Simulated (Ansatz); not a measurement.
Base system: BP in the zinc blende structure (space group F-43m, No. 216; a = 4.5366 Å). Axes: x, y, z lie along the cube axes.

Calculations: r2SCAN (Ansatz, a first-principles code; PAW; 500 eV plane waves; spin-orbit coupling left out).

Strains are applied to the cell and any free atomic positions relax.

One change was made to it. Results:

```tsv
quantity	base	after
band gap	1.41 eV	1.18 eV
smallest direct gap	3.60 eV	3.88 eV
energy relative to the base (free energy F)	0 meV/atom	+142 meV/atom
```

Q: Which change produced these results?
A) isotropic strain +2.52 %
B) isotropic strain −4.73 %
C) uniaxial strain ε_xx = −2.66 %

A: B, isotropic strain −4.73 %. For comparison, the band gap in the other runs: uniaxial strain ε_xx = −2.66 % gives 0.94 eV; isotropic strain +2.52 % gives 1.51 eV.

No phonon test of stability was made.
